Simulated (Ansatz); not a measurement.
Consider ZnSe in the zinc blende structure (space group F-43m, No. 216; a = 5.6655 Å).

It is then changed as follows: cell and atoms relaxed at a pressure of 0.3 GPa.

Levels (all Ansatz, a program for electronic structure, PAW): r2SCAN (500 eV, no spin-orbit coupling); HSE06 (420 eV, without spin-orbit coupling).

The geometry is relaxed with r2SCAN.

| Quantity | Result |
|---|---|
| r2SCAN lowest conduction level above the VBM at special points | Γ 1.89 eV; L 3.06 eV; X 3.33 eV |

Task: How does going to HSE06 change the lowest conduction level above the VBM at special points?

Result: The lowest conduction level above the VBM at special points becomes Γ 2.44 eV; L 3.66 eV; X 3.83 eV (r2SCAN: Γ 1.89 eV; L 3.06 eV; X 3.33 eV).

Single points use the geometry relaxed with r2SCAN. Their cutoffs differ, which shifts pressures a little. The levels and masses belong to the bands next to the band gap. Load acts through the strain it causes; cell and atoms are relaxed under it. No phonon test of stability was made.
